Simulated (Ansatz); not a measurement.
# Response to strain in W

Start from W in the bcc (W type) structure (space group Im-3m, No. 229; a = 3.154 Å; relaxed with 0.1 eV smearing).

Strains are applied to the cell and any free atomic positions relax.

Computed with PBEsol/PAW in Ansatz (a quantum-chemistry and plane-wave program), no spin-orbit coupling.

Candidates:
(a) isotropic strain −3.00 %
(b) isotropic strain +2.00 %
(c) isotropic strain −2.00 %

Notes on the quantities. energy relative to the base: free energy F.

Question: Order them by energy relative to the base, highest first.

Answer: (a) isotropic strain −3.00 % (+141 meV/atom), (c) isotropic strain −2.00 % (+61 meV/atom), (b) isotropic strain +2.00 % (+53 meV/atom)

Whether these cells are dynamically stable was not tested. The final runs are not spin-polarised.
